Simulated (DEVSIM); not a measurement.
Device: Schottky contact on n-type Si, at 350 K.

```csv
layer (left to right),material,thickness (μm),Nd (cm⁻³),τn (s),τp (s)
1,Si,5.30,2e15,4.2e-6,4.2e-6
2,Si,2.40,7.6e17,4.2e-6,4.2e-6
```

Left contact: Schottky, work function 4.77 eV, emission velocity 2.6e6 cm/s. Right contact: ohmic. Voltage is applied to the left contact. Recombination: SRH at mid-gap, radiative. Mobility is constant in doping.

The device is made up for the run: typed textbook-type constants, with dimensions and the other settings drawn at random. Values at 300 K; Nc and Nv go as T^1.5, mobilities as T to minus their exponent, the gap by Varshni's rule with the affinity fixed.

| parameter | Si |
|---|---|
| gap (eV) | 1.124 |
| affinity (eV) | 4.05 |
| permittivity | 11.7 |
| Nc (cm⁻³) | 2.86e19 |
| Nv (cm⁻³) | 3.1e19 |
| μn (cm²/Vs) | 1417 |
| μp (cm²/Vs) | 470 |
| T exponent of μn | 2.3 |
| T exponent of μp | 2.2 |
| B (cm³/s) | 4.7e-15 |
| Varshni α (eV/K) | 0.000473 |
| Varshni β (K) | 636 |

Simulated with DEVSIM: 1D drift-diffusion, Boltzmann statistics, complete ionisation; no tunnelling, impact ionisation, image-force lowering or self-heating. Metal contacts follow the ideal Schottky-Mott rule: no Fermi-level pinning, no interface dipoles.

Problem. Tabulate band edges, carrier densities and field at zero bias.

Solution. Energies count from the Fermi level of the right contact; mesh points crowd at the junctions.

```json
[
 {"x (μm)": "0.000", "Ec (eV)": "0.720", "Ev (eV)": "-0.391", "n (cm⁻³)": "1.5e9", "p (cm⁻³)": "9.2e13", "field (V/cm)": "-16000"},
 {"x (μm)": "0.02802", "Ec (eV)": "0.677", "Ev (eV)": "-0.433", "n (cm⁻³)": "6.3e9", "p (cm⁻³)": "2.3e13", "field (V/cm)": "-15000"},
 {"x (μm)": "0.08397", "Ec (eV)": "0.600", "Ev (eV)": "-0.511", "n (cm⁻³)": "8.3e10", "p (cm⁻³)": "1.7e12", "field (V/cm)": "-13000"},
 {"x (μm)": "0.2091", "Ec (eV)": "0.461", "Ev (eV)": "-0.650", "n (cm⁻³)": "8.3e12", "p (cm⁻³)": "1.7e10", "field (V/cm)": "-9200"},
 {"x (μm)": "0.6171", "Ec (eV)": "0.302", "Ev (eV)": "-0.809", "n (cm⁻³)": "1.6e15", "p (cm⁻³)": "8.8e7", "field (V/cm)": "-610"},
 {"x (μm)": "1.359", "Ec (eV)": "0.296", "Ev (eV)": "-0.815", "n (cm⁻³)": "2.0e15", "p (cm⁻³)": "7.1e7", "field (V/cm)": "≈ 0"},
 {"x (μm)": "2.756", "Ec (eV)": "0.296", "Ev (eV)": "-0.815", "n (cm⁻³)": "2.0e15", "p (cm⁻³)": "7.1e7", "field (V/cm)": "≈ 0"},
 {"x (μm)": "4.390", "Ec (eV)": "0.296", "Ev (eV)": "-0.815", "n (cm⁻³)": "2.0e15", "p (cm⁻³)": "7.1e7", "field (V/cm)": "≈ 0"},
 {"x (μm)": "4.891", "Ec (eV)": "0.294", "Ev (eV)": "-0.816", "n (cm⁻³)": "2.1e15", "p (cm⁻³)": "6.9e7", "field (V/cm)": "-110"},
 {"x (μm)": "5.123", "Ec (eV)": "0.283", "Ev (eV)": "-0.827", "n (cm⁻³)": "3.0e15", "p (cm⁻³)": "4.8e7", "field (V/cm)": "-1300"},
 {"x (μm)": "5.227", "Ec (eV)": "0.255", "Ev (eV)": "-0.856", "n (cm⁻³)": "7.8e15", "p (cm⁻³)": "1.8e7", "field (V/cm)": "-5400"},
 {"x (μm)": "5.289", "Ec (eV)": "0.185", "Ev (eV)": "-0.926", "n (cm⁻³)": "7.9e16", "p (cm⁻³)": "1800000", "field (V/cm)": "-26000"},
 {"x (μm)": "5.311", "Ec (eV)": "0.120", "Ev (eV)": "-0.990", "n (cm⁻³)": "6.6e17", "p (cm⁻³)": "220000", "field (V/cm)": "-8000"},
 {"x (μm)": "5.351", "Ec (eV)": "0.116", "Ev (eV)": "-0.994", "n (cm⁻³)": "7.6e17", "p (cm⁻³)": "190000", "field (V/cm)": "≈ 0"},
 {"x (μm)": "5.480", "Ec (eV)": "0.116", "Ev (eV)": "-0.994", "n (cm⁻³)": "7.6e17", "p (cm⁻³)": "190000", "field (V/cm)": "≈ 0"},
 {"x (μm)": "5.695", "Ec (eV)": "0.116", "Ev (eV)": "-0.994", "n (cm⁻³)": "7.6e17", "p (cm⁻³)": "190000", "field (V/cm)": "≈ 0"},
 {"x (μm)": "6.172", "Ec (eV)": "0.116", "Ev (eV)": "-0.994", "n (cm⁻³)": "7.6e17", "p (cm⁻³)": "190000", "field (V/cm)": "≈ 0"},
 {"x (μm)": "6.936", "Ec (eV)": "0.116", "Ev (eV)": "-0.994", "n (cm⁻³)": "7.6e17", "p (cm⁻³)": "190000", "field (V/cm)": "≈ 0"},
 {"x (μm)": "7.434", "Ec (eV)": "0.116", "Ev (eV)": "-0.994", "n (cm⁻³)": "7.6e17", "p (cm⁻³)": "190000", "field (V/cm)": "≈ 0"},
 {"x (μm)": "7.583", "Ec (eV)": "0.116", "Ev (eV)": "-0.994", "n (cm⁻³)": "7.6e17", "p (cm⁻³)": "190000", "field (V/cm)": "≈ 0"},
 {"x (μm)": "7.658", "Ec (eV)": "0.116", "Ev (eV)": "-0.994", "n (cm⁻³)": "7.6e17", "p (cm⁻³)": "190000", "field (V/cm)": "≈ 0"},
 {"x (μm)": "7.700", "Ec (eV)": "0.116", "Ev (eV)": "-0.994", "n (cm⁻³)": "7.6e17", "p (cm⁻³)": "190000", "field (V/cm)": "≈ 0"}
]
```
